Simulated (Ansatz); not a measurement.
## In3SbTe2 (space group Immm, No. 71; a cell from a computed database, its experimental status unchecked)

```
CELL_PARAMETERS angstrom
     -2.20295     3.10491     6.62307
      2.20295    -3.10491     6.62307
      2.20295     3.10491    -6.62307
ATOMIC_POSITIONS crystal
  In 0.00000 0.00000 0.00000
  In 0.65920 0.65920 0.00000
  In 0.34080 0.34080 0.00000
  Sb 0.50000 0.00000 0.50000
  Te 0.17223 0.67223 0.50000
  Te 0.82777 0.32777 0.50000
```

Calculations: Ansatz (a program for electronic structure), PBE, PAW, cutoff 420 eV, scalar-relativistic without spin-orbit coupling. Settings: 13×13×13 k-points, 0.05 eV Fermi–Dirac smearing.

The volume per atom is 30.20 Å³ and the density is 6.61 g/cm³. The band gap is zero and the total energy is -6206.538 eV/atom (σ→0; compares only within this code and set-up).

Whether these cells are dynamically stable was not tested. All final runs are without spin polarisation.
